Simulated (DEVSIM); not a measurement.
Structure: Schottky contact on n-type GaAs, at 400 K.

| layer (left to right) | material | thickness (μm) | Nd (cm⁻³) | τn (s) | τp (s) |
|---|---|---|---|---|---|
| 1 | GaAs | 2.20 | 4e16 | 2e-8 | 2e-8 |

Left contact: Schottky, work function 4.91 eV, emission velocity 1.8e6 cm/s. Right contact: ohmic. Voltage is applied to the left contact. Recombination: SRH at mid-gap, radiative, Auger. Mobility is constant in doping.

Constants are typed, rounded textbook-type inputs, not results; the design itself was drawn at random and stands for no fabricated device. Values at 300 K; Nc and Nv go as T^1.5, mobilities as T to minus their exponent, the gap by Varshni's rule with the affinity fixed.

| parameter | GaAs |
|---|---|
| gap (eV) | 1.424 |
| affinity (eV) | 4.07 |
| permittivity | 12.9 |
| Nc (cm⁻³) | 4.7e17 |
| Nv (cm⁻³) | 9e18 |
| μn (cm²/Vs) | 8500 |
| μp (cm²/Vs) | 400 |
| T exponent of μn | 2.1 |
| T exponent of μp | 2.2 |
| B (cm³/s) | 2e-10 |
| Cn (cm⁶/s) | 1e-30 |
| Cp (cm⁶/s) | 1e-30 |
| Varshni α (eV/K) | 0.000541 |
| Varshni β (K) | 204 |

DEVSIM, 1D drift-diffusion, Boltzmann statistics, complete ionisation; no tunnelling, impact ionisation, image-force lowering or self-heating. Metal contacts follow the ideal Schottky-Mott rule: no Fermi-level pinning, no interface dipoles.

The temperature was swept, all else fixed.

```
temperature (K)  dark forward voltage at 100 A/cm² (V)  potential step across the device at zero bias (V)  dark forward voltage at 1 A/cm² (V)
---------------  -------------------------------------  -------------------------------------------------  -----------------------------------
250                                              0.691                                              0.793                                0.591
300                                              0.654                                              0.776                                0.535
350                                              0.617                                              0.759                                0.477
400                                              0.578                                              0.740                                0.418
450                                              0.538                                              0.721                                0.359
500                                              0.498                                              0.701                                0.298
```

From the first row to the last the dark forward voltage at 100 A/cm² goes from 0.691 to 0.498. From the first row to the last the potential step across the device at zero bias goes from 0.793 to 0.701.
